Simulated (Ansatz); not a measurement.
Checking a run of Ansatz (an electronic-structure program) on FeAs (C2/c, 4 atoms in the cell). The aim is a self-consistent single point with DFT, PBE, plane waves, default PAW files.

Cell that was meant: a = 3.9482 Å, b = 3.9482 Å, c = 6.9812 Å, α = 97.69°, β = 97.69°, γ = 72.32°.

Part of the input:

Ansatz 0.2 input:
```yaml
    - [3.187730, 2.329547, 0.000000]
    - [-1.157030, 0.000000, 6.884607]
  atoms:
    - { symbol: Fe, position: [1.593865, 1.164774, 0.000000], spin: 4.0 }
    - { symbol: Fe, position: [1.015350, -1.164774, 3.442304], spin: 4.0 }
    - { symbol: As, position: [2.898472, -0.380182, 1.721152] }
    - { symbol: As, position: [2.319958, 0.380182, 5.163455] }
kpoints:
  mp_grid:
    grid: [5, 5, 3]
```

The program printed (abridged):

```
WARN basis.ecutwfc = 420 eV, the default
WARN ansatz: RAYON_NUM_THREADS=1 ignored (pool sized by the plan → 1); use --threads N
   [... lines left out ...]
Symmetry: 1 space group operations
Space group: P1 (ITA 1), of the structure as read, at distance tolerance 4.7e-5 Å
Magnetic group: BNS 1.1 (UNI 1), of the structure as read, at distance tolerance 4.7e-5 Å
k-points: 38 of 75 (time reversal used)
Initial density: superposition of atomic densities (chi_scale 0.1, normalization cell)
Starting moments: Σ|m| = 8 μB on 2 of 4 sites
Initial wavefunctions: pseudopotential atomic-orbital guess
Eigensolver: davidson
Functional: x = pbe(κ = 0.804, μ = 0.2195149727645171), c = pbe(β = 0.06672455060314922)
SCF iter   1: F=—  HF=-18662.217580 eV  |F-HF|=—  |Δ(HF+E_count)|=         —  Δρ=6.95e-2 (↑5.58e-2 ↓6.95e-2)  dr2=2.80e0  dr2_m=3.27e0  M=5.815 μB ∫|m|=6.234 μB  β_m=0.30  ethr=3.10e-3  ⟨swp⟩=6.2  Hψ=12671  notcnv=0  defer=20
Mixer restart at iter 1: flushing history
all-band conjugate gradients solve this SCF's bands
preconditioner: auto → Kerker (q_TF=auto, 2.510 Å⁻¹)
   [... lines left out ...]
SCF iter  36: F=—  HF=-18664.008091 eV  |F-HF|=—  |Δ(HF+E_count)|=   8.91e-9  Δρ=4.22e-6 (↑1.77e-6 ↓4.22e-6)  dr2=3.60e-8  dr2_m=3.11e-9  M=-1.184 μB ∫|m|=5.607 μB  β_m=1.00  ethr=5.50e-11  ⟨swp⟩=2.0  Hψ=5205  notcnv=0  defer=106
SCF iter  37: F=-18664.008091 eV  HF=-18664.008091 eV  |F-HF|=1.75e-8  |Δ(HF+E_count)|=   2.31e-9  Δρ=3.31e-6 (↑3.31e-6 ↓1.38e-6)  dr2=1.79e-8  dr2_m=2.04e-9  M=-1.184 μB ∫|m|=5.607 μB  ethr=5.50e-11  ⟨swp⟩=8.8  Hψ=13232  notcnv=0
SCF 1 converged in 37 iterations: F = -18664.008091 eV  dr2 = 1.79e-8
WARN: the starting moments were not kept: 1 of 2 ended reversed and 1 kept their direction, counting a site from 0.1 μB …
   [... lines left out ...]
Absolute magnetization: 5.6101 μB (∫|ρ↑−ρ↓|, with the PAW one-centre terms)
Free energy (F): -18664.008091 eV
Fermi energy:    7.021995 eV
   [... lines left out ...]
  atom   4  As    -5.63825373    17.86219703    17.76190221
--- Stress (GPa, compression-positive) ---
       -5.330686     -10.903884     -10.432507
      -10.903891      20.243470      30.007199
      -10.432498      30.007218      19.121909
  P = ⅓ Tr σ = 11.3449 GPa (113.449 kbar)
  The stress holds the Pulay correction. Without it, at fixed plane waves, as pw.x and ABINIT print it: P = 11.2584 GPa
```

Task: Can these results be used? Check the input.

Result: The run is not sound. The fault is fractional and Cartesian coordinates mixed up. Numbers meant as fractions of the cell vectors were read as lengths, or the reverse, so the atoms sit in the wrong places. To fix it, make label and numbers agree, by changing either. The run converged in 37 iterations without an error; against the sound input the free energy rises by 1.50 eV/atom, the pressure goes from -11.58 to 11.34 GPa, the largest force goes from 0.269 to 25.81 eV/Å and the size of the net moment goes from 1.58 to 0.30 μB/atom.

An input that runs soundly differs in these lines (not the only fix; some lines may just follow from the change or write a value another way):
```diff
-    - { symbol: Fe, position: [1.593865, 1.164774, 0.000000], spin: 4.0 }
-    - { symbol: Fe, position: [1.015350, -1.164774, 3.442304], spin: 4.0 }
-    - { symbol: As, position: [2.898472, -0.380182, 1.721152] }
-    - { symbol: As, position: [2.319958, 0.380182, 5.163455] }
+    - { symbol: Fe, position: [0.000000, 0.500000, 0.000000], spin: 4.0 }
+    - { symbol: Fe, position: [0.500000, 0.000000, 0.500000], spin: 4.0 }
+    - { symbol: As, position: [0.581600, 0.418400, 0.250000] }
+    - { symbol: As, position: [0.418400, 0.581600, 0.750000] }
```

With that input, the run converged in 24 iterations: free energy E − TS (on the zero of these files) -18669.9927 eV; Fermi level (on the code's own zero) 7.11 eV; pressure -11.58 GPa; largest force (vector length) 0.269 eV/Å; size of the cell's spin moment 6.31 μB (DFT, PBE, plane waves, default PAW files).

On the sound input: the starting cell was generated: these elements placed on a structure prototype, without a prior relaxation; it need not be a known phase or ordering of this composition. The magnetic order is the one reached from the typed start; others were not searched systematically. The program warned that, by what it read of turns of the moments, another magnetic order lies lower. With a pressure of about -12 GPa the cell is away from its equilibrium volume at this level. Ansatz's pressure includes its estimate of the finite-basis (Pulay) stress.
